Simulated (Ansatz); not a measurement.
Take Ru in the hcp (Mg type) structure (space group P6_3/mmc, No. 194; relaxed with 0.1 eV smearing) as the base.

```
Ru
1.0
    2.69139     0.00000     0.00000
   -1.34570     2.33081     0.00000
    0.00000     0.00000     4.24891
Ru
2
Direct
  0.66667   0.33333   0.75000
  0.33333   0.66667   0.25000
```

Cartesian axes are those of the cell as printed.

Computed with PBEsol (Ansatz, a first-principles code; PAW; 420 eV plane waves; no spin-orbit coupling).

For the base:

```
Quantity   Result
--------  -------
Pressure  0.0 GPa
```

Now apply this change: uniaxial strain ε_xx = +1.50 %, all other strain components held at zero, atoms relaxed at fixed cell.

Q: What happens to the energy relative to the base?

A: The energy grows by 5.6 meV/atom.

Q: Predict the new pressure.

A: The pressure (mean of the normal stresses, compression positive) goes from zero to -4.8 GPa.

Whether these cells are dynamically stable was not tested. The final runs are not spin-polarised.
